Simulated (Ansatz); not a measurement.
Input and output of a self-consistent single point for NaMgF3 (P4mm, 5 atoms in the cell) (Ansatz, a first-principles code).

Method: PBEsol, default PAW files made with PBE (plane waves; Ansatz).

The change in words: lattice scaled by 0.98; basis.ecutrho_ratio: default → 4. Reference geometry:
```yaml
crystal:
  lattice:
    - [3.96269, 0.00000, 0.00000]
    - [0.00000, 3.96269, 0.00000]
    - [0.00000, 0.00000, 3.96269]
  atoms:
    - { symbol: Na, position: [0.00000, 0.00000, 0.01262] }
    - { symbol: Mg, position: [0.50000, 0.50000, 0.50000] }
    - { symbol: F, position: [0.50000, 0.50000, 0.00000] }
    - { symbol: F, position: [0.00000, 0.50000, 0.50000] }
    - { symbol: F, position: [0.50000, 0.00000, 0.50000] }
```

Reference input (self-consistent single point, DFT, PBEsol, plane waves, default PAW files made with PBE): basis.ecutwfc = 420 eV; kpoints.mp_grid.grid = 6 6 6; hamiltonian.xc = pbesol; hamiltonian.pseudopotentials = {kind: paw} (the program's default PAW files); scf.occupations.method = fermi_dirac; scf.occupations.width = 0.01 eV. This run's input differs from it in these lines:

Ansatz 0.2 input:
```diff
@@ -3,5 +3,5 @@
   lattice:
-    - [3.96269300, 0.00000000, 0.00000000]
-    - [0.00000000, 3.96269300, 0.00000000]
-    - [0.00000000, 0.00000000, 3.96269300]
+    - [3.88343900, 0.00000000, 0.00000000]
+    - [0.00000000, 3.88343900, 0.00000000]
+    - [0.00000000, 0.00000000, 3.88343900]
   atoms:
@@ -14,2 +14,3 @@
   ecutwfc: 420.0 eV
+  ecutrho_ratio: 4
 kpoints:
```

The program printed (abridged):

```
SCF iter   1: F=—  HF=-5796.819586 eV  |F-HF|=—  |Δ(HF+E_count)|=         —  Δρ=1.36e-2  dr2=6.59e-2  ethr=1.77e-3  ⟨swp⟩=6.2  Hψ=4479  notcnv=0
all-band conjugate gradients solve this SCF's bands
preconditioner: auto → Resta (q_TF=auto, 2.560 Å⁻¹)
SCF iter   2: F=—  HF=-5796.798525 eV  |F-HF|=—  |Δ(HF+E_count)|=   2.11e-2  Δρ=2.26e-3  dr2=8.56e-4  ethr=1.65e-4  ⟨swp⟩=2.0  Hψ=2050  notcnv=0  defer=38
SCF iter   3: F=—  HF=-5796.798338 eV  |F-HF|=—  |Δ(HF+E_count)|=   1.87e-4  Δρ=7.25e-4  dr2=1.69e-4  ethr=2.14e-6  ⟨swp⟩=2.0  Hψ=1837  notcnv=0  defer=40
SCF iter   4: F=—  HF=-5796.798378 eV  |F-HF|=—  |Δ(HF+E_count)|=   4.03e-5  Δρ=2.05e-4  dr2=1.28e-5  ethr=4.22e-7  ⟨swp⟩=2.2  Hψ=1824  notcnv=0  defer=40
SCF iter   5: F=—  HF=-5796.798457 eV  |F-HF|=—  |Δ(HF+E_count)|=   7.87e-5  Δρ=3.41e-5  dr2=4.64e-7  ethr=3.19e-8  ⟨swp⟩=2.0  Hψ=1770  notcnv=0  defer=40
SCF iter   6: F=-5796.798457 eV  HF=-5796.798457 eV  |F-HF|=2.13e-8  |Δ(HF+E_count)|=   2.26e-7  Δρ=1.09e-5  dr2=6.29e-8  ethr=2.50e-10  ⟨swp⟩=7.8  Hψ=4276  notcnv=0
SCF 1 converged in 6 iterations: F = -5796.798457 eV  dr2 = 6.29e-8
Free energy (F): -5796.798457 eV
Internal energy: -5796.798457 eV  (E = F + TS)
E sigma→0 (E₀):  -5796.798457 eV
Fermi energy:    4.932033 eV
--- Forces (eV/Å), atoms counted from 1 ---
  atom   1  Na     0.00000000     0.00000000    -0.01145928
  atom   2  Mg     0.00000000     0.00000000     0.05055016
  atom   3  F      0.00000000     0.00000000     0.02086670
  atom   4  F      0.00000000     0.00000000    -0.02998154
  atom   5  F      0.00000000     0.00000000    -0.02998154
--- Stress (GPa, compression-positive) ---
        1.414564       0.000000      -0.000000
        0.000000       1.414564       0.000000
       -0.000000       0.000000       1.413951
  P = ⅓ Tr σ = 1.4144 GPa (14.144 kbar)
  The stress holds the Pulay correction. Without it, at fixed plane waves, as pw.x and ABINIT print it: P = 0.7813 GPa
```

The run converged in 6 iterations. Against the reference run the free energy goes down by 3.8 meV/atom, the pressure goes from -2.84 to 1.41 GPa, the largest force hardly changes (0.047 to 0.051 eV/Å) and the gap on the mesh goes from 5.804 to 6.078 eV.

The starting cell comes from a database of computed structures (which also holds hypothetical and non-ambient phases and stackings), without a prior relaxation at this level. Its lattice was rescaled by up to half a per cent. One atom was moved a little off its site on purpose. For this run, on top of that: lattice scaled by 0.98. Ansatz's pressure includes its estimate of the finite-basis (Pulay) stress. Without the estimate this run gives 0.78 GPa.
